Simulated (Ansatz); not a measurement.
**Point-defect migration in monoclinic HfO2**

Some mobile defects of monoclinic HfO2. These are PBE, PAW (plane waves to 420 eV; Ansatz, an electronic-structure program) values and carry that method's errors.

Each figure is the lowest single hop between equivalent sites among the routes that converged and passed our checks, counted from the lowest site run. It need not be the barrier to long-range diffusion, and untried routes may lie lower. Climbing-image NEB, static nuclei, fixed cells, no finite-size correction; on the finer meshes named, energies are single points at the band's geometries. Saddle orders were checked for a part of the study's bands only and are not shown. Vacancies start on their lattice site; split forms were not set up. Charge states are imposed. Spin-orbit coupling is left out.

| Defect | Route | Hop (Å) | Direction in the unit cell | Neighbours at the saddle | Cell | Barrier (eV) |
|---|---|---|---|---|---|---|
| interstitial Sc, charge +3 | Sc moves farthest | 1.45 | (-0.25, 0.09, -0.13) | 4 O at 2.00, O at 2.37, O at 2.38 Å | 96 sites, 2×2×2 shifted | 0.34 |
| interstitial La, charge +3 | La moves farthest | 1.22 | (0.22, -0.06, 0.11) | 2 Hf at 2.79; 4 O at 2.23, 2 O at 2.60 Å | 96 sites, 2×2×2 shifted | 0.43 |
| interstitial Y, charge +3 | Y moves farthest | 1.38 | (0.25, -0.07, 0.12) | 2 O at 2.12, 2 O at 2.13, 2 O at 2.46 Å | 96 sites, 2×2×2 shifted | 0.57 |
| interstitial Lu, charge +3 | Lu moves farthest | 1.42 | (0.25, -0.08, 0.12) | 2 O at 2.09, 2 O at 2.10, 2 O at 2.41 Å | 96 sites, 2×2×2 shifted | 0.58 |
| interstitial C, charge 0 | C moves farthest | 3.01 | (-0.18, 0.50, 0.19) | Hf at 2.17; O at 1.27 Å | 96 sites, 2×2×2 shifted | 1.55 |
| interstitial Zn, charge +2 | Zn moves farthest | 3.44 | (0.00, 0.42, -0.50) | 2 O at 1.81, O at 1.92, O at 1.99 Å | 96 sites, 2×2×2 shifted | 2.13 |
| Hf vacancy, charge -4 | a nearby Hf jumps into the vacancy | 2.97 | (0.49, -0.08, 0.37) | O at 1.87, O at 1.90, O at 1.99, O at 2.33 Å | 96 sites, 2×2×2 shifted | 2.15 |
